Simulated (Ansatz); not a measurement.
The parent structure is Sn in the diamond structure (space group Fd-3m, No. 227; relaxed with 0.1 eV smearing).

```
CELL_PARAMETERS angstrom
      0.00000     3.27046     3.27046
      3.27046     0.00000     3.27046
      3.27046     3.27046     0.00000
ATOMIC_POSITIONS crystal
  Sn 0.25000 0.25000 0.25000
  Sn 0.00000 0.00000 0.00000
```

Cartesian axes are those of the cell as printed.

Calculations: PBEsol, PAW, 420 eV (Ansatz, a first-principles code; without spin-orbit coupling).

Strains are applied to the cell and any free atomic positions relax.

One change was made to it. Results:

The pressure goes from zero to 3.2 GPa; the energy increases by 21 meV/atom.

Which change produced these results?
A) isotropic strain +1.00 %
B) isotropic strain −2.16 %
C) uniaxial strain ε_yy = −4.13 %

B, isotropic strain −2.16 %. For comparison, the energy relative to the base in the other runs: isotropic strain +1.00 % gives +3.9 meV/atom; uniaxial strain ε_yy = −4.13 % gives +12 meV/atom.

Whether these cells are dynamically stable was not tested.
